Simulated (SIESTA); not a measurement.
Band structure of LaGe2Pd2 (I4/mmm, 5 atoms in the cell).

```
La(GePd)2
1.0
   -2.19478     2.19478     5.05204
    2.19478    -2.19478     5.05204
    2.19478     2.19478    -5.05204
La Ge Pd
1 2 2
Direct
  0.00000   0.00000   0.00000
  0.62413   0.62413   0.00000
  0.37587   0.37587   0.00000
  0.25000   0.75000   0.50000
  0.75000   0.25000   0.50000
```

Method: SIESTA with GGA PBEsol, numerical atomic orbitals DZP, PseudoDojo PBEsol standard norm-conserving potentials (rewritten from UPF to PSML).

Settings: XC.functional = GGA; XC.authors = PBEsol; potentials = PseudoDojo PBEsol standard; PAO.BasisSize = DZP; PAO.EnergyShift = 0.01 Ry; MeshCutoff = 400 Ry; kgrid.MonkhorstPack = 7 7 7; OccupationFunction = FD; ElectronicTemperature = 100 meV; MaxSCFIterations = 150; SCF.Mixer.Method = Pulay; SCF.Mixer.Weight = 0.2; SCF.Mixer.History = 6; SCF.DM.Tolerance = 1.0E-04.

The starting cell comes from a database of computed structures (which also holds hypothetical and non-ambient phases and stackings), without a prior relaxation at this level. Spin polarisation is off. Values carry the incompleteness of an atom-centred basis.

Levels in eV from the Fermi level, bands 35 to 40:
```
point     35     36     37     38     39    40
-----  -----  -----  -----  -----  -----  ----
Γ      -1.39  -1.28  -1.28  -0.36   1.82  1.82
X      -2.46  -1.22  -0.94  -0.76  -0.69  3.18
Y      -2.50  -0.98  -0.75  -0.75  -0.47  3.13
S      -2.75  -0.33   0.20   0.37   2.35  2.51
Z      -0.76  -0.76   0.61   0.91   2.48  3.00
S1     -2.75  -0.33   0.20   0.37   2.35  2.51
N      -2.37  -1.65  -0.41   1.54   1.82  2.57
P      -2.23  -1.10  -1.10  -0.72  -0.72  2.15
Y1     -2.50  -0.98  -0.75  -0.75  -0.47  3.13
```

Bands cross the Fermi level along this path, so the cell is metallic at this level.

Higher empty bands are left out: an atom-centred basis made for the valence describes them poorly.
